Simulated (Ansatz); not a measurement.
**Response to strain in BaHfO3**

The parent structure is BaHfO3 in the cubic perovskite structure (space group Pm-3m, No. 221; a = 4.1575 Å). Axes: x, y, z lie along the cube axes.

Strains are applied to the cell and any free atomic positions relax; under biaxial strain the out-of-plane vector relaxes too.

All numbers come from PBEsol (Ansatz, a quantum-chemistry and plane-wave program, PAW, spin-orbit coupling left out).

Notes on the quantities. energy relative to the base: free energy F.

```tsv
change	gap character	energy relative to the base	ratio −ε⊥/ε∥
base	–	0 meV/atom	–
biaxial strain −2.50 %, plane normal [111], relaxed out of plane	direct at Γ	+19 meV/atom	0.79
biaxial strain −2.00 %, plane normal [111], relaxed out of plane	indirect, T → Γ	___	___
biaxial strain −1.50 %, plane normal [111], relaxed out of plane	indirect, T → Γ	+6.6 meV/atom	0.77
biaxial strain −1.00 %, plane normal [111], relaxed out of plane	indirect, T → Γ	+2.9 meV/atom	0.76
biaxial strain −0.50 %, plane normal [111], relaxed out of plane	indirect, T → Γ	+0.7 meV/atom	–
```

Problem. Fill in the withheld entries from the trend.

Solution. 
- biaxial strain −2.00 %, plane normal [111], relaxed out of plane, energy relative to the base: +12 meV/atom
- biaxial strain −2.00 %, plane normal [111], relaxed out of plane, ratio −ε⊥/ε∥: 0.78

Spin-orbit coupling, missing from the scalar runs, can matter with Hf. Stability against distortions was not tested. Labels are those of the standard path for the cell's own space group.
